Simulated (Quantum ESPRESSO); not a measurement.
Variants of one calculation on RuS2 (Pa-3, 12 atoms in the cell)

```xyz
12
Lattice="5.5456 0.0000 0.0000 0.0000 5.5456 0.0000 0.0000 0.0000 5.5456" Properties=species:S:1:pos:R:3 pbc="T T T"
Ru     0.0000     2.7728     2.7728
Ru     2.7728     2.7728     0.0000
Ru     2.7728     0.0000     2.7728
Ru     0.0000     0.0000     0.0000
S      2.1528     0.6200     4.9256
S      3.3928     4.9256     0.6200
S      0.6200     4.9256     2.1528
S      4.9256     0.6200     3.3928
S      4.9256     2.1528     0.6200
S      0.6200     3.3928     4.9256
S      3.3928     3.3928     3.3928
S      2.1528     2.1528     2.1528
```

Base run A: PBE, PseudoDojo standard norm-conserving (PBE) pseudopotentials (Quantum ESPRESSO 7.5), self-consistent single point.

Its settings: ecutwfc = 85 Ry; occupations = smearing; smearing = gaussian; degauss = 0.0036749 Ry; potentials = {Ru: Ru.upf, S: S.upf}; K_POINTS = automatic 3 3 3 0 0 0; conv_thr = 1e-09 Ry.

The starting cell comes from a database of computed structures (which also holds hypothetical and non-ambient phases and stackings), without a prior relaxation at this level. Its lattice was rescaled by a random factor within 2.5 % of one. In the base run, with a pressure of about 11 GPa the cell is away from its equilibrium volume at this level. Another mesh or the band path of this cell gives a smaller gap, so this value is not converged in the mesh.

ΔF is the free energy per atom less that of run A. A dash stands where there is no value to compare (another energy zero or no entropy term, no result, no spin, no clean gap, or a mesh too coarse for one). Total energies depend on the potentials, the functional and any Hubbard or dispersion term, so they are compared only between runs that share all of them.

Runs E sample the zone with one or two k-points, far too few for so small a cell.

Runs:
- B: ecutwfc: 85 Ry → 34 Ry
- C: K_POINTS: automatic 3 3 3 0 0 0 → automatic 6 6 6 0 0 0
- D: ecutrho: default → 425 Ry
- E: K_POINTS: automatic 3 3 3 0 0 0 → automatic 1 1 1 1 1 1
- F: vdw_corr: default → grimme-d3; dftd3_version: default → 4; dftd3_threebody: default → true [PBE-D3(BJ) with three-body term]
- G: HUBBARD: default → ortho-atomic; U Ru-4d 6 eV [PBE+U]
- H: use_all_frac: default → true
- I: input_dft: default → vdw-df2 [vdW-DF2]

```csv
run,ΔF (meV/atom),pressure (GPa),largest force (eV/Å),gap on the mesh (eV),k-points
A,0.00,11.06,0.242,0.816,4
B,2904.2,-73.92,0.264,0.834,4
C,1.16,11.10,0.247,0.728,24
D,0.00,11.06,0.242,0.816,4
E,157.4,9.77,5.529,–,1
F,–,6.51,0.246,0.816,4
G,–,15.12,0.846,1.615,4
H,0.00,11.06,0.242,0.816,4
I,–,29.87,0.142,0.953,4
```

Run B against A: The free energy rises by 2.90 eV/atom, the pressure goes from 11.06 to -73.92 GPa, the largest force goes from 0.242 to 0.264 eV/Å and the gap on the mesh goes from 0.816 to 0.834 eV.

Run F against A: The pressure goes from 11.06 to 6.51 GPa, the largest force moves little (0.242 to 0.246 eV/Å) and the gap on the mesh stays at 0.816 eV.

Run G against A: The pressure goes from 11.06 to 15.12 GPa, the largest force goes from 0.242 to 0.846 eV/Å and the gap on the mesh goes from 0.816 to 1.615 eV.
